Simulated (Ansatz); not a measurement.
**Carrier properties of CaO (Fm-3m)**

Input:

```
CaO
1.0
    0.00000     2.38357     2.38357
    2.38357     0.00000     2.38357
    2.38357     2.38357     0.00000
Ca O
1 1
Cartesian
  0.00000   0.00000   0.00000
  2.38357   2.38357   2.38357
```

The numbers are results of r2SCAN, rigid bands (plane waves, PAW, scalar-relativistic; Ansatz, an electronic-structure program), not measurements. Geometry: cell and atoms relaxed with PBEsol.

```yaml
band_gap: 4.20 eV
electron conductivity mass (300 K, dilute): 0.57 mₑ
hole conductivity mass (300 K, dilute): 1.40 mₑ
effective density of states N_c (300 K): 4.0e19 cm⁻³
effective density of states N_v (300 K): 1.6e20 cm⁻³
density_of_states_mass_electrons: 1.36 mₑ
density_of_states_mass_holes: 3.4 mₑ
Seebeck coefficient, n-type 1e19 cm⁻³, 300 K: -333 μV/K
best n-type power factor at 300 K for τ = 10 fs (best axis; densities from 1e16 to 1e21 cm⁻³ tried, whether or not they can be reached): 11.3 μW/(cm·K²) at 1e20 cm⁻³
Seebeck coefficient, p-type 1e19 cm⁻³, 300 K: 454 μV/K
```

Rigid bands; masses and Seebeck coefficients take one relaxation time τ for all states and one kind of carrier; polarons and phonon drag are left out. Spin-orbit coupling is left out; where it splits the top of the valence band, N_v and the p-type Seebeck coefficient come out somewhat high without it. Geometry: cell and atoms relaxed with PBEsol.
